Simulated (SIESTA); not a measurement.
# Input and output of a self-consistent single point for SiMo₃ (Pm-3n, 8 atoms in the cell) (SIESTA)

Method of the run: GGA PBE, numerical atomic orbitals DZP, PseudoDojo PBE standard norm-conserving potentials (rewritten from UPF to PSML) (SIESTA).

This input was run:

```
# files in the folder: Si.psml Mo.psml (PseudoDojo PBE standard)
SystemName  SiMo3
SystemLabel simo3

NumberOfAtoms                8
NumberOfSpecies              2
%block ChemicalSpeciesLabel
  1 14 Si
  2 42 Mo
%endblock ChemicalSpeciesLabel
LatticeConstant              4.814399 Ang
%block LatticeVectors
     1.000000000    0.000000000    0.000000000
     0.000000000    1.000000000    0.000000000
     0.000000000    0.000000000    1.000000000
%endblock LatticeVectors
AtomicCoordinatesFormat      Ang
%block AtomicCoordinatesAndAtomicSpecies
     2.407199500    2.407199500    2.407199500  1
     0.000000000    0.000000000    0.000000000  1
     0.000000000    2.407199500    1.203599750  2
     0.000000000    2.407199500    3.610799250  2
     1.203599750    0.000000000    2.407199500  2
     3.610799250    0.000000000    2.407199500  2
     2.407199500    1.203599750    0.000000000  2
     2.407199500    3.610799250    0.000000000  2
%endblock AtomicCoordinatesAndAtomicSpecies

XC.functional                GGA
XC.authors                   PBE
PAO.BasisSize                DZP
PAO.EnergyShift              0.005 Ry
MeshCutoff                   350 Ry
%block kgrid.MonkhorstPack
    5   0   0  0.0
    0   5   0  0.0
    0   0   5  0.0
%endblock kgrid.MonkhorstPack
OccupationFunction           FD
ElectronicTemperature        0.1 eV

MaxSCFIterations             150
SCF.Mixer.Method             Broyden
SCF.Mixer.Weight             0.1
SCF.Mixer.History            8
SCF.DM.Tolerance             1.0E-05
Diag.ParallelOverK           true
WriteForces                  true
```

Output, abridged:

```
reinit: Reading from file input.fdf

reinit: System Name: SiMo3
reinit: System Label: simo3

coor:   Atomic-coordinates input format  =     Cartesian coordinates
coor:                                          (in Angstroms)

siesta: Atomic coordinates (Bohr) and species
siesta:      4.54895   4.54895   4.54895  1        1
siesta:      0.00000   0.00000   0.00000  1        2
siesta:      0.00000   4.54895   2.27447  2        3
siesta:      0.00000   4.54895   6.82342  2        4
siesta:      2.27447   0.00000   4.54895  2        5
siesta:      6.82342   0.00000   4.54895  2        6
siesta:      4.54895   2.27447   0.00000  2        7
siesta:      4.54895   6.82342   0.00000  2        8

siesta: System type = bulk

initatomlists: Number of atoms, orbitals, and projectors:      8   140   144

siesta: ******************** Simulation parameters ****************************
redata: Spin configuration                          = none
redata: Time-Reversal Symmetry                      = T
redata: Number of Atomic Species                    =        2
redata: Mesh Cutoff                                 =   350.0000 Ry
redata: Net charge of the system                    =     0.0000 |e|
redata: Min. number of SCF Iter                     =        0
redata: Max. number of SCF Iter                     =      150
redata: SCF convergence failure will abort job
redata: SCF mix quantity                            = Hamiltonian
redata: Mix DM or H after convergence               =   F
redata: Recompute H after scf cycle                 =   F
redata: Mix DM in first SCF step                    =   T
redata: No kicks to SCF
redata: DM Mixing Weight for Kicks                  =     0.5000
redata: Require Harris convergence for SCF          =   F
redata: Harris energy tolerance for SCF             =     0.000100 eV
redata: Require DM convergence for SCF              =   T
redata: DM tolerance for SCF                        =     0.000010
redata: Require EDM convergence for SCF             =   F
redata: EDM tolerance for SCF                       =     0.001000 eV
redata: Require H convergence for SCF               =   T
redata: Hamiltonian tolerance for SCF               =     0.001000 eV
redata: Require (free) Energy convergence for SCF   =   F
redata: (free) Energy tolerance for SCF             =     0.000100 eV
redata: Using DFT-D3 dispersion                     =   F
redata: Using Saved Data (generic)                  =   F
redata: Method of Calculation                       = Diagonalization
redata: Electronic Temperature                      =  1160.4518 K
redata: Number of TDED substeps                     =        3
redata: Dynamics option                             = Single-point calculation
redata: Save all siesta data in one NC              =   F
redata: ***********************************************************************

%block SCF.Mixers
  Broyden
%endblock SCF.Mixers

%block SCF.Mixer.Broyden
  # Mixing method
  method broyden

  # Mixing options
  weight 0.1000
  weight.linear 0.1000
  weight.prime 0.1000
  history 8
%endblock SCF.Mixer.Broyden

DM_history_depth set to one: no extrapolation allowed by default for geometry relaxation
Size of DM history Fstack: 1
Total number of electrons:    92.000000
Total ionic charge:    92.000000

* ProcessorY, Blocksize:    1  64

* Orbital distribution balance (max,min):   140   140

 Kpoints in:           75 . Kpoints trimmed:           63

siesta: k-grid: Number of k-points = 63
siesta: k-points from Monkhorst-Pack grid
siesta: k-cutoff (effective) =    12.036 Ang
siesta: k-point supercell and displacements
siesta: k-grid:     5     0     0      0.000
siesta: k-grid:     0     5     0      0.000
siesta: k-grid:     0     0     5      0.000

diag: Algorithm                                     = D&C
diag: Parallel over k                               =   F
diag: Use parallel 2D distribution                  =   F
diag: Parallel block-size                           = 64
diag: Parallel distribution                         =     1 x     1
diag: Used triangular part                          = Lower
diag: Absolute tolerance                            =  0.100E-15
diag: Orthogonalization factor                      =  0.100E-05
diag: Memory factor                                 =  1.0000

superc: Internal auxiliary supercell:     5 x     5 x     5  =     125
superc: Number of atoms, orbitals, and projectors:   1000  17500  18000

                        Single-point calculation

superc: Internal auxiliary supercell:     5 x     5 x     5  =     125
superc: Number of atoms, orbitals, and projectors:   1000  17500  18000

outcell: Unit cell vectors (Ang):
        4.814399    0.000000    0.000000
        0.000000    4.814399    0.000000
        0.000000    0.000000    4.814399

outcell: Cell vector modules (Ang)   :    4.814399    4.814399    4.814399
outcell: Cell angles (23,13,12) (deg):     90.0000     90.0000     90.0000
outcell: Cell volume (Ang**3)        :    111.5902
new_DM -- step:     1
Initializing Density Matrix...

Attempting to read DM from file... Failed...
DM filled with atomic data:

InitMesh: MESH = 60 x 60 x 60 = 216000
InitMesh: Mesh cutoff (required, used) =   350.000   429.260 Ry

stepf: Fermi-Dirac step function

        iscf     Eharris(eV)        E_KS(eV)     FreeEng(eV)     dDmax    Ef(eV) dHmax(eV)
   scf:    1   -11601.171882   -11693.326692   -11693.428803  0.692120 -3.611884  6.777109
   scf:    2   -11701.794230   -11697.778329   -11697.875557  0.103520 -3.859062  5.169212
   scf:    3   -11704.962733   -11703.021996   -11703.118261  0.294064 -4.629050  0.846190
   scf:    4   -11703.304368   -11703.175661   -11703.273640  0.096618 -4.747499  0.315584
   scf:    5   -11703.209981   -11703.195124   -11703.293789  0.036192 -4.795774  0.078567
   scf:    6   -11703.196315   -11703.195749   -11703.294420  0.007719 -4.809583  0.046106
   [... 5 lines left out ...]
   scf:   12   -11703.196031   -11703.196032   -11703.294690  0.000019 -4.820477  0.000263
   scf:   13   -11703.196031   -11703.196032   -11703.294690  0.000013 -4.820485  0.000219
   scf:   14   -11703.196030   -11703.196031   -11703.294690  0.000012 -4.820490  0.000185
   scf:   15   -11703.196030   -11703.196030   -11703.294690  0.000010 -4.820494  0.000153
   scf:   16   -11703.196029   -11703.196030   -11703.294690  0.000008 -4.820496  0.000131

SCF Convergence by DM+H criterion
max |DM_out - DM_in|         :     0.0000083533
max |H_out - H_in|      (eV) :     0.0001314373
SCF cycle converged after 16 iterations

Using DM_out to compute the final energy and forces

siesta: E_KS(eV) =           -11703.1960

siesta: E_KS - E_eggbox =    -11703.1960

siesta: Atomic forces (eV/Ang):
     1   -0.000000   -0.000000   -0.000000
     2    0.000000    0.000000    0.000000
     3   -0.000000    0.000000    0.000000
     4   -0.000000    0.000000   -0.000000
     5    0.000000   -0.000000    0.000000
     6   -0.000000   -0.000000    0.000000
     7    0.000000   -0.000000   -0.000000
     8    0.000000    0.000000   -0.000000
   Tot    0.000000   -0.000000   -0.000000
   Max    0.000000
   Res    0.000000    sqrt( Sum f_i^2 / 3N )
   Max    0.000000    constrained

Stress tensor Voigt[x,y,z,yz,xz,xy] (kbar):     -184.40     -184.40     -184.40        0.00        0.00       -0.00
(Free)E + p*V (eV/cell)   -11690.4511
Target enthalpy (eV/cell)   -11703.2947

siesta: Program's energy decomposition (eV):
siesta: Ebs     =     -2618.730083
siesta: Eions   =     20720.982359
siesta: Ena     =      5451.293565
siesta: Ekin    =      3750.976214
siesta: Enl     =      1426.738699
siesta: Eso     =         0.000000
siesta: Edftu   =         0.000000
siesta: DEna    =       164.582141
siesta: DUscf   =         5.451503
siesta: DUext   =         0.000000
siesta: Ex      =     -1638.449499
siesta: Ec      =      -142.806293
siesta: Exc     =     -1781.255793
siesta: Eharris =    -11703.196029
siesta: Etot    =    -11703.196030
siesta: FreeEng =    -11703.294690

siesta: Stress tensor (static) (eV/Ang**3):
siesta:    -0.115096    0.000000    0.000000
siesta:    -0.000000   -0.115096    0.000000
siesta:     0.000000    0.000000   -0.115096

siesta: Cell volume =        111.590247 Ang**3

siesta: Pressure (static):
siesta:                Solid            Molecule  Units
siesta:           0.00125355          0.00125355  Ry/Bohr**3
siesta:           0.11509598          0.11509598  eV/Ang**3
siesta:         184.40408929        184.40408918  kBar
```

The run converged in 16 iterations.

The starting cell comes from a database of computed structures (which also holds hypothetical and non-ambient phases and stackings), without a prior relaxation at this level. Its lattice was rescaled by a random factor within 2.5 % of one. Spin polarisation is off. Values carry the incompleteness of an atom-centred basis. With a pressure of about 18 GPa the cell is away from its equilibrium volume at this level.

Cost on one core of a shared machine: roughly 3 min.
